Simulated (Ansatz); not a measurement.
# SnTe with two functionals, pressure −2 GPa

Take SnTe in the rock salt structure (space group Fm-3m, No. 225; a = 6.4092 Å) as the base.

(Cell as relaxed with PBE.)

Levels (all Ansatz, an electronic-structure program, PAW): PBE (420 eV, without spin-orbit coupling); r2SCAN (500 eV, no SOC).

Each level relaxes its own structure.

```
base                      PBE    r2SCAN
-------------------  --------  --------
volume per atom      32.91 Å³  32.30 Å³
lattice parameter a   6.409 Å   6.370 Å
band gap              0.05 eV   0.13 eV
```

It is then changed as follows: a negative pressure, −2 GPa.

```tsv
quantity	PBE	r2SCAN
volume per atom	34.81 Å³	33.99 Å³
valley order (the lowest conduction-band minima on the path, energy above the VBM, named in the base's zone)	L along ⟨111⟩ 0.20 eV; a point along ⟨110⟩, about 0.6 Å⁻¹ from Γ 0.68 eV; a point along ⟨100⟩, about 0.3 Å⁻¹ from Γ 1.05 eV	L along ⟨111⟩ 0.28 eV; a point along ⟨110⟩, about 0.6 Å⁻¹ from Γ 0.74 eV; a point along ⟨100⟩, about 0.3 Å⁻¹ from Γ 1.04 eV
```

PBE's volume per atom lies 0.82 Å³ above r2SCAN's (2.4 %); both order the valleys alike. Neither level is exact; r2SCAN is the comparison here, not a measurement.

With Te present, leaving out spin-orbit coupling can change the band edges. Load acts through the strain it causes; cell and atoms are relaxed under it. Whether these cells are dynamically stable was not tested. The zero or small gap of SnTe can change with the level of theory.
